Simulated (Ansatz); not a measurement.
## AlN: energy against strain

AlN (wurtzite, P6_3mc, 10.645 Å³/atom at rest, c along z) under an equal strain ε in the (0001) plane with the normal axis free, as in a coherent film. PBE in Ansatz, a plane-wave DFT program (PAW, default set), 420 eV, 12×12×7 Γ-centred mesh, Fermi-Dirac smearing 0.05 eV; ions are relaxed within the symmetry of each cell.

Here s stands for strain and y for E less E0.

```csv
strain (%),E less E0 (meV/atom)
-1.20,4.39
-0.60,1.09
0.00,0.00
0.60,1.05
1.20,4.13
3.00,?
```

Question: Using a parabola, estimate the missing y at s = 3.00 from the other rows, showing the fit.

Answer: Least squares gives y = 0.003 - 0.0933·s + 2.9563·s². Residuals (row less fit): 0.018, -0.033, -0.003, 0.039, -0.018; standard error 0.040 (degrees of freedom: 2). Twice the quadratic coefficient over the volume, 2 × 2.9563 meV × 10⁴ × 0.1602 / 10.645 Å³, is twice the biaxial elastic modulus of this plane = 890 ± 9 GPa. At the withheld row, y = 0.003 - 0.0933 × 3.0 + 2.9563 × 3.0² = 26.330 meV/atom. The calculation gives 24.68 meV/atom, 1.650 meV/atom below the prediction (6.7 % of the range of y in the table). The row lies outside the fitted rows, so this is an extrapolation. From the scatter of the fitted rows alone, a prediction at this place has a standard error of 0.260 meV/atom, so the miss is 6.3 times that.

One order more, fitted to all 11 runs of the series, follows each within 0.01, so the miss is the next term of a smooth law. Rows are the converged runs of the series near zero and its far end; series whose fitted rows scatter by over a few per cent of the range, as at a crossing or softening among them, aren't shown in this form. Most that stay on the fit to the last digits aren't either.
